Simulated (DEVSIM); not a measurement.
InP n-p junction from an implanted or diffused profile

Structure: InP n-p junction from an implanted or diffused profile, at 350 K.

| layer (left to right) | material | thickness (μm) | Na (cm⁻³) | τn (s) | τp (s) |
|---|---|---|---|---|---|
| 1 | InP | 120 | 4.9e14 | 8.7e-9 | 8.7e-9 |

Added donor profile: 3.1e16 cm⁻³ × exp(−(x − 0.078 μm)²/(2·(0.17 μm)²)). Left contact: ohmic. Right contact: ohmic. Voltage is applied to the left contact. Recombination: SRH at mid-gap, Auger. Mobility is constant in doping.

The device is made up for the run: typed textbook-type constants, with dimensions and the other settings drawn at random. Values at 300 K; Nc and Nv go as T^1.5, mobilities as T to minus their exponent, the gap by Varshni's rule with the affinity fixed.

| parameter | InP |
|---|---|
| gap (eV) | 1.344 |
| affinity (eV) | 4.38 |
| permittivity | 12.5 |
| Nc (cm⁻³) | 5.7e17 |
| Nv (cm⁻³) | 1.1e19 |
| μn (cm²/Vs) | 5200 |
| μp (cm²/Vs) | 170 |
| T exponent of μn | 2 |
| T exponent of μp | 2 |
| Cn (cm⁶/s) | 9e-31 |
| Cp (cm⁶/s) | 9e-31 |
| Varshni α (eV/K) | 0.000363 |
| Varshni β (K) | 162 |

Model (solved in DEVSIM): 1D drift-diffusion, Boltzmann statistics, complete ionisation; no tunnelling, impact ionisation, image-force lowering or self-heating.

```
Item                                             Value
---------------------------------------------  -------
Potential step across the device at zero bias  0.920 V
Dark forward voltage at 1 A/cm²                1.698 V
```

Small-signal capacitance in reverse bias (quasi-static):

```
V (V)  C (nF/cm²)
-----  ----------
0.04         6.86
0.1          6.63
0.2          6.30
0.3          6.01
0.4          5.76
0.6          5.35
0.8          5.01
1            4.73
1.3          4.39
1.6          4.11
2            3.81
```

Dark reverse current:

| V (V) | J (A/cm²) |
|---|---|
| 0.04 | 7.2e-8 |
| 0.10 | 1.5e-7 |
| 0.20 | 2.4e-7 |
| 0.30 | 3.2e-7 |
| 0.40 | 4.0e-7 |
| 0.60 | 5.5e-7 |
| 0.80 | 6.7e-7 |
| 1.00 | 7.9e-7 |
| 1.30 | 9.5e-7 |
| 1.60 | 1.1e-6 |
| 2.00 | 1.3e-6 |
